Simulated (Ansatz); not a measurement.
Several settings converged on CoSi (R3, 8 atoms in the cell)

```
CoSi
1.0
    4.42668     0.00000     0.00000
    0.00000     4.42668     0.00000
    0.00000     0.00000     4.42668
Co Si
4 4
Direct
  0.85600   0.64400   0.35600
  0.35600   0.85600   0.64400
  0.15052   0.15052   0.15052
  0.64400   0.35600   0.85600
  0.15700   0.34300   0.65700
  0.65700   0.15700   0.34300
  0.84300   0.84300   0.84300
  0.34300   0.65700   0.15700
```

Base method: LDA (PW92), default PAW files made with PBE (plane waves; Ansatz, a program for electronic structure).

Base settings: basis.ecutwfc = 420 eV; kpoints.mp_grid.grid = 5 5 5; hamiltonian.xc = lda; hamiltonian.pseudopotentials = {kind: paw} (the program's default PAW files); scf.occupations.method = gaussian; scf.occupations.width = 0.1 eV.

The count of work is k-points × plane waves × bands × iterations; it is no time. Core times come from one kind of shared machine, to one figure; runs under 30 s give none.

**The cutoff for other potential files**

Level: DFT, LDA (PW92), plane waves, harder PAW files (source: ansatz) made with PBE.

In this ladder: hamiltonian.pseudopotentials = {kind: paw, source: ansatz}.

The second cell is the first with its lattice scaled by 0.98.

The mesh stays at the base's, so the ladder's end is converged at best in this setting alone.

The first pressure column holds Ansatz's estimate of the finite-basis (Pulay) stress, which hides part of the cutoff error; the other is without it.

Only quantities that move along the ladder and can be compared are tabulated.

```csv
basis.ecutwfc,free energy less the last step's (meV/atom),energy of the compressed cell less the first (meV/atom),pressure (GPa),pressure without the Pulay estimate (GPa),largest difference of a force vector from the last step's (eV/Å),count of work / last,core time / last (rough)
405 eV,4203.43,-46.02,-12.67,-315.45,0.153,0.10,–
495 eV,819.53,-21.32,-12.05,-84.16,0.111,0.14,–
630 eV,68.04,-20.21,-11.86,-19.81,0.011,0.21,–
765 eV,6.46,-20.79,-11.98,-12.69,0.001,0.27,–
900 eV,1.90,-20.98,-12.01,-12.10,0.000,0.35,–
1080 eV,0.84,-20.99,-12.01,-12.06,0.000,0.46,0.5
1350 eV,0.16,-21.01,-12.02,-12.03,0.000,0.64,0.6
1800 eV,0.00,-21.01,-12.02,-12.02,0.000,1.0,1
```

Coarsest basis.ecutwfc that holds the free energy within 0.5 meV/atom of the last step, with all finer ones: 1350 eV; the step before is off by 0.84 meV/atom.

Coarsest basis.ecutwfc that holds the pressure within 0.05 GPa of the last step, with all finer ones: 765 eV, at 0.27 of the last step's count of work; the step before is off by 0.16 GPa.

Coarsest basis.ecutwfc that holds the energy of the compressed cell less the first within 1 meV/atom of the last step, with all finer ones: 495 eV, at 0.14 of the last step's count of work; the step before is off by 25 meV/atom.

The energy difference between the two cells stays within 1 meV/atom of the last step's from 495 eV on, the total only from 1080 eV on: much of the error is common to both cells and cancels.

At the lowest cutoff the pressure without the Pulay estimate lies 303 GPa under the last step's, the usual sign of Pulay stress in an incomplete plane-wave basis.

**The density cutoff**

The second cell is the first with its lattice scaled by 0.98.

The mesh stays at the base's, so the ladder's end is converged at best in this setting alone.

Only quantities that move along the ladder and can be compared are tabulated.

| basis.ecutrho_ratio | free energy less the last step's (meV/atom) | energy of the compressed cell less the first (meV/atom) | pressure (GPa) | largest difference of a force vector from the last step's (eV/Å) |
|---|---|---|---|---|
| 2 | -5.82 | -21.13 | -11.42 | 0.010 |
| 3 | -0.13 | -20.81 | -11.96 | 0.000 |
| 4 | 0.00 | -20.81 | -11.98 | 0.000 |
| 5 | 0.00 | -20.81 | -11.98 | 0.000 |
| 6 | 0.00 | -20.81 | -11.98 | 0.000 |
| 8 | 0.00 | -20.81 | -11.98 | 0.000 |
| 10 | 0.00 | -20.81 | -11.98 | 0.000 |
| 12 | 0.00 | -20.81 | -11.98 | 0.000 |
| 16 | 0.00 | -20.81 | -11.98 | 0.000 |

Coarsest basis.ecutrho_ratio that holds the free energy within 1 meV/atom of the last step, with all finer ones: 3; the step before is off by 5.8 meV/atom.

Coarsest basis.ecutrho_ratio that holds the forces within 0.005 eV/Å of the last step, with all finer ones: 3; the step before is off by 0.010 eV/Å.

Coarsest basis.ecutrho_ratio that holds the pressure within 0.5 GPa of the last step, with all finer ones: 3; the step before is off by 0.56 GPa.

The energy difference between the two cells stays within 1 meV/atom of the last step's from 2 on, the total only from 3 on: much of the error is common to both cells and cancels.

**The relaxed cell against the cutoff**

On CoSi (P2_13, 8 atoms in the cell): atoms on their sites.

In this ladder: relax = cell and atoms.

The mesh stays at the base's, so the ladder's end is converged at best in this setting alone.

Only quantities that move along the ladder and can be compared are tabulated.

```csv
basis.ecutwfc,relaxed volume (Å³/atom),relaxation steps,core time / last (rough)
295 eV,10.313,17,0.7
355 eV,10.300,10,0.6
420 eV,10.291,8,0.5
505 eV,10.291,6,0.6
630 eV,10.291,6,0.7
840 eV,10.290,6,1
```

Coarsest basis.ecutwfc that holds the relaxed volume within 0.021 Å³/atom of the last step, with all finer ones: 355 eV; the step before is off by 0.023 Å³/atom.

At the lowest cutoff the cell relaxes to a volume 0.2 % larger than at the highest. Ansatz relaxes on a stress corrected for the finite basis.

On the base run: the starting cell has typed, rounded lattice constants, without a prior relaxation at this level. Its lattice was rescaled by up to half a per cent. One atom was moved a little off its site on purpose. Spin polarisation is off.

Left out of this page: 1 run of the series failed or unconverged; 1 run of the series stopped by limits of time or memory.

Keys are those of Ansatz 0.2.
